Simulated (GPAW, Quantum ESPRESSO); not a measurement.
A Quantum ESPRESSO input for a self-consistent single point of Sn (I4_1/amd, 2 atoms in the cell) (DFT, PBEsol, plane waves, SSSP 1.1.2 efficiency (PBE) pseudopotentials):

```fortran
&control
    calculation = 'scf',
    prefix = 'sn',
    outdir = './tmp',
    pseudo_dir = './',
    tprnfor = .true.,
    tstress = .true.,
/
&system
    ibrav = 0,
    celldm(1) = 8.4464217898,
    nat = 2,
    ntyp = 1,
    ecutwfc = 40,
    ecutrho = 320,
    occupations = 'smearing',
    smearing = 'fermi-dirac',
    degauss = 0.0099958,
    input_dft = 'pbesol',
/
&electrons
    conv_thr = 1.0d-10,
    mixing_beta = 0.7,
/
ATOMIC_SPECIES
Sn   118.7100  Sn_pbe_v1.uspp.F.UPF
ATOMIC_POSITIONS angstrom
Sn    0.0000000000    2.9498420000    0.8022890000
Sn    0.0000000000    0.0000000000    0.0000000000
K_POINTS automatic
9 9 9  0 0 0
CELL_PARAMETERS alat
  -0.6599710066     0.6599710066     0.3589937894
   0.6599710066    -0.6599710066     0.3589937894
   0.6599710066     0.6599710066    -0.3589937894
```

**Question.** Translate this input to GPAW.

**Answer.** One input that does it (others would too):

```python
from ase import Atoms
from ase.units import GPa
from gpaw import GPAW, PW, FermiDirac

atoms = Atoms(['Sn', 'Sn'],
              cell=[[-2.949842, 2.949842, 1.604578],
                    [2.949842, -2.949842, 1.604578],
                    [2.949842, 2.949842, -1.604578]],
              scaled_positions=[[0.750000, 0.250000, 0.500000],
                                [0.000000, 0.000000, 0.000000]],
              pbc=True)

calc = GPAW(mode=PW(600),
            xc='PBEsol',
            kpts=(9, 9, 9),
            occupations=FermiDirac(0.136),
            nbands=-8,
            convergence={'density': 1e-05},
            symmetry={'symmorphic': False, 'tolerance': 0.0005},
            maxiter=100,
            txt='-')

atoms.calc = calc

energy = atoms.get_potential_energy()
print('Energy (eV):', round(energy, 6))
forces = atoms.get_forces()
print('Forces (eV/Ang):')
print(forces.round(5))
stress = atoms.get_stress()
print('Stress (GPa, Voigt):', (stress / GPa).round(4))
```

Basis settings and potentials, where a program has them, do not carry over. This input uses DFT PBEsol, plane waves, GPAW PAW datasets PBEsol (made by gpaw-setup). Both were run: pressure -1.75 GPa in Quantum ESPRESSO and -2.08 in GPAW.

On Quantum ESPRESSO: the starting cell comes from a database of computed structures (which also holds hypothetical and non-ambient phases and stackings), without a prior relaxation at this level. Its lattice was rescaled by a random factor within 2.5 % of one.

On GPAW: the starting cell comes from a database of computed structures (which also holds hypothetical and non-ambient phases and stackings), without a prior relaxation at this level. Its lattice was rescaled by a random factor within 2.5 % of one.
